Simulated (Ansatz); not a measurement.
## Cu: isotropic strain −0.50 %

Start from Cu in the fcc (Cu type) structure (space group Fm-3m, No. 225; a = 3.577 Å; relaxed with 0.1 eV smearing).

Perturbation: an isotropic linear strain of −0.50 %, atoms relaxed at fixed cell.

The values are results of r2SCAN (Ansatz, a program for electronic structure), scalar-relativistic without spin-orbit coupling, not measurements. Settings: 32×32×32 k-points, 0.1 eV Fermi–Dirac smearing.

```csv
quantity,base,changed,shift
shortest interatomic distance,252.9 pm,251.7 pm,-1.26 pm
energy relative to the base (free energy F),0 meV/atom,+1.3 meV/atom,+1.3 meV/atom
pressure,0.0 GPa,2.5 GPa,+2.5 GPa
band gap,zero,zero,–
```

Final structure:

```
CELL_PARAMETERS angstrom
      0.00000     1.77944     1.77944
      1.77944     0.00000     1.77944
      1.77944     1.77944     0.00000
ATOMIC_POSITIONS crystal
  Cu 0.00000 0.00000 0.00000
```

Whether these cells are dynamically stable was not tested. All final runs are without spin polarisation.
